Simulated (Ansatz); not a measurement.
# How the smallest direct gap on the k points sampled of LaCO (C2/m, No. 12; start mp-27311) moves with the method

No measured value is used here.

```tsv
level (code)	value (eV)
LDA (Ansatz)	___
PBEsol (Ansatz)	2.89
PBEsol+SOC (Ansatz)	2.90
r²SCAN+SOC (Ansatz)	3.36
HSE06 (Ansatz)	4.38
HSE06+SOC (Ansatz)	4.38
PBE0 (Ansatz)	___
```

Question: Fill in the missing entries.

Answer: 
- LDA (Ansatz, a program for electronic structure), value (eV): 2.87
- PBE0 (Ansatz), value (eV): 5.13

Computed values are for a static lattice. Levels without +SOC have no spin–orbit coupling; where heavier elements are present it shifts gaps, mostly down, and can invert bands.  Values are at the PBEsol cell. Cutoffs and k meshes differ between the levels. Ansatz's density-functional and Hartree–Fock values are scalar-relativistic unless marked +SOC, with PAW data made under PBE.

A start named mp-… is a Materials Project structure, which can be a computed phase never made.
